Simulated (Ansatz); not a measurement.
The parent structure is HfC in the rock salt structure (space group Fm-3m, No. 225; relaxed with 0.1 eV smearing).

```
CELL_PARAMETERS angstrom
      0.00000     2.32565     2.32565
      2.32565     0.00000     2.32565
      2.32565     2.32565     0.00000
ATOMIC_POSITIONS crystal
  Hf 0.00000 0.00000 0.00000
  C  0.50000 0.50000 0.50000
```

Method: DFT with PBE, PAW potentials and a 420 eV plane-wave cutoff in Ansatz (a first-principles code), no spin-orbit coupling.

Strains are applied to the cell and any free atomic positions relax.

One change was made to it. Results:

The pressure goes from zero to -17.4 GPa; the energy increases by 68 meV/atom.

Problem. Name the change that was made.
(A) isotropic strain +0.50 %
(B) isotropic strain −2.50 %
(C) isotropic strain −1.00 %
(D) isotropic strain +3.00 %
(E) isotropic strain −3.00 %

Solution. D, isotropic strain +3.00 %. For comparison, the energy relative to the base in the other runs: isotropic strain −2.50 % gives +56 meV/atom; isotropic strain +0.50 % gives +2.0 meV/atom; isotropic strain −1.00 % gives +8.5 meV/atom; isotropic strain −3.00 % gives +81 meV/atom.

Whether these cells are dynamically stable was not tested. All final runs are without spin polarisation.
